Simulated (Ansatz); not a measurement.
Consider Y-vacancy pair (Y on one host Zr site, one O site vacant) in monoclinic ZrO2, charge state +1. The step: one O atom jumps into the vacancy from a nearby O site (Y-vacancy distance between ideal sites 2.06 → 2.17 Å); the atom moves 2.68 Å along (0.01, -0.13, 0.48) of the unit cell; the moving atom starts with neighbours Y at 2.25; Zr at 2.04, Zr at 2.10 Å and ends with O at 2.58; Y at 2.19; Zr at 2.01, Zr at 2.16 Å. DFT values are from Ansatz (plane-wave PAW, 420 eV unless said) in a cell of 96 host sites, spin-restricted, static, with no finite-size correction. The charge state is imposed; whether it is stable for some Fermi level was not computed. Forms of the defect that were not tried may lie lower. The start lies 0.067 eV above the lowest site run (PBE). For the PBE band: the saddle point's order was not checked.

```csv
Level,Forward barrier (eV),Cost of the band or of the saddle's single point
"CHGNet universal potential (has no charge state), its own band",0.63,-
"PBE, the Γ point alone, band relaxed",0.84,roughly 20 core-minutes
"PBE, a 2×2×2 k-point mesh shifted by half a step, same geometries",0.83,roughly 5 core-minutes
"r2SCAN at 500 eV, the Γ point alone, same geometries",___,very roughly 110 core-seconds
```

Question: What belongs in the gaps?

Answer: 
- r2SCAN at 500 eV, the Γ point alone, same geometries, Forward barrier (eV): 0.89

Ansatz is a quantum-chemistry and plane-wave program.
